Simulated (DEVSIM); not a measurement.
Structure: TaN/SiO2/n-Si capacitor, at 300 K.

```tsv
layer (left to right)	material	thickness (nm)	Nd (cm⁻³)
1	SiO2	50.0	-
2	Si	11000	2.8e15
```

Metal gate on the left, work function 4.4 eV. Fixed charge at the semiconductor interface 2.6e11 cm⁻² (in units of +e); no interface traps.

This is a model device: material constants are rounded textbook-type values typed into the input, and sizes, dopings and lifetimes were drawn at random. Values at 300 K.

```
parameter      SiO2       Si
-------------  ----  -------
gap (eV)          9    1.124
affinity (eV)   0.9     4.05
permittivity    3.9     11.7
Nc (cm⁻³)         -  2.86e19
Nv (cm⁻³)         -   3.1e19
```

Model (solved in DEVSIM): 1D Poisson equation in equilibrium, Boltzmann statistics, complete ionisation; no quantum confinement or tunnelling. Metal contacts follow the ideal Schottky-Mott rule: no Fermi-level pinning, no interface dipoles.

### Question
Tabulate band edges, carrier densities and field at -2.0 V on the gate.

### Answer
Energies count from the Fermi level of the right contact; mesh points crowd at the junctions.

```json
[
 {"x (μm)": "0.000", "Ec (eV)": "5.500", "Ev (eV)": "-3.500", "n (cm⁻³)": "< 1e2", "p (cm⁻³)": "< 1e2", "field (V/cm)": "-270000"},
 {"x (μm)": "0.001993", "Ec (eV)": "5.446", "Ev (eV)": "-3.554", "n (cm⁻³)": "< 1e2", "p (cm⁻³)": "< 1e2", "field (V/cm)": "-270000"},
 {"x (μm)": "0.007244", "Ec (eV)": "5.304", "Ev (eV)": "-3.696", "n (cm⁻³)": "< 1e2", "p (cm⁻³)": "< 1e2", "field (V/cm)": "-270000"},
 {"x (μm)": "0.02108", "Ec (eV)": "4.929", "Ev (eV)": "-4.071", "n (cm⁻³)": "< 1e2", "p (cm⁻³)": "< 1e2", "field (V/cm)": "-270000"},
 {"x (μm)": "0.04247", "Ec (eV)": "4.351", "Ev (eV)": "-4.649", "n (cm⁻³)": "< 1e2", "p (cm⁻³)": "< 1e2", "field (V/cm)": "-270000"},
 {"x (μm)": "0.04790", "Ec (eV)": "4.204", "Ev (eV)": "-4.796", "n (cm⁻³)": "< 1e2", "p (cm⁻³)": "< 1e2", "field (V/cm)": "-270000"},
 {"x (μm)": "0.04996", "Ec (eV)": "4.148", "Ev (eV)": "-4.852", "n (cm⁻³)": "< 1e2", "p (cm⁻³)": "< 1e2", "field (V/cm)": "-270000"},
 {"x (μm)": "0.05319", "Ec (eV)": "0.983", "Ev (eV)": "-0.141", "n (cm⁻³)": "870", "p (cm⁻³)": "1.3e17", "field (V/cm)": "-41000"},
 {"x (μm)": "0.06087", "Ec (eV)": "0.956", "Ev (eV)": "-0.168", "n (cm⁻³)": "2500", "p (cm⁻³)": "4.7e16", "field (V/cm)": "-31000"},
 {"x (μm)": "0.08209", "Ec (eV)": "0.899", "Ev (eV)": "-0.225", "n (cm⁻³)": "22000", "p (cm⁻³)": "5.2e15", "field (V/cm)": "-24000"},
 {"x (μm)": "0.1408", "Ec (eV)": "0.768", "Ev (eV)": "-0.356", "n (cm⁻³)": "3600000", "p (cm⁻³)": "3.3e13", "field (V/cm)": "-21000"},
 {"x (μm)": "0.4055", "Ec (eV)": "0.367", "Ev (eV)": "-0.757", "n (cm⁻³)": "2.0e13", "p (cm⁻³)": "5900000", "field (V/cm)": "-9400"},
 {"x (μm)": "1.035", "Ec (eV)": "0.239", "Ev (eV)": "-0.885", "n (cm⁻³)": "2.8e15", "p (cm⁻³)": "42000", "field (V/cm)": "-11"},
 {"x (μm)": "2.774", "Ec (eV)": "0.239", "Ev (eV)": "-0.885", "n (cm⁻³)": "2.8e15", "p (cm⁻³)": "42000", "field (V/cm)": "≈ 0"},
 {"x (μm)": "8.162", "Ec (eV)": "0.239", "Ev (eV)": "-0.885", "n (cm⁻³)": "2.8e15", "p (cm⁻³)": "42000", "field (V/cm)": "≈ 0"},
 {"x (μm)": "10.01", "Ec (eV)": "0.239", "Ev (eV)": "-0.885", "n (cm⁻³)": "2.8e15", "p (cm⁻³)": "42000", "field (V/cm)": "≈ 0"},
 {"x (μm)": "10.69", "Ec (eV)": "0.239", "Ev (eV)": "-0.885", "n (cm⁻³)": "2.8e15", "p (cm⁻³)": "42000", "field (V/cm)": "≈ 0"},
 {"x (μm)": "10.92", "Ec (eV)": "0.239", "Ev (eV)": "-0.885", "n (cm⁻³)": "2.8e15", "p (cm⁻³)": "42000", "field (V/cm)": "≈ 0"},
 {"x (μm)": "11.02", "Ec (eV)": "0.239", "Ev (eV)": "-0.885", "n (cm⁻³)": "2.8e15", "p (cm⁻³)": "42000", "field (V/cm)": "≈ 0"},
 {"x (μm)": "11.04", "Ec (eV)": "0.239", "Ev (eV)": "-0.885", "n (cm⁻³)": "2.8e15", "p (cm⁻³)": "42000", "field (V/cm)": "≈ 0"},
 {"x (μm)": "11.05", "Ec (eV)": "0.239", "Ev (eV)": "-0.885", "n (cm⁻³)": "2.8e15", "p (cm⁻³)": "42000", "field (V/cm)": "≈ 0"},
 {"x (μm)": "11.05", "Ec (eV)": "0.239", "Ev (eV)": "-0.885", "n (cm⁻³)": "2.8e15", "p (cm⁻³)": "42000", "field (V/cm)": "≈ 0"}
]
```
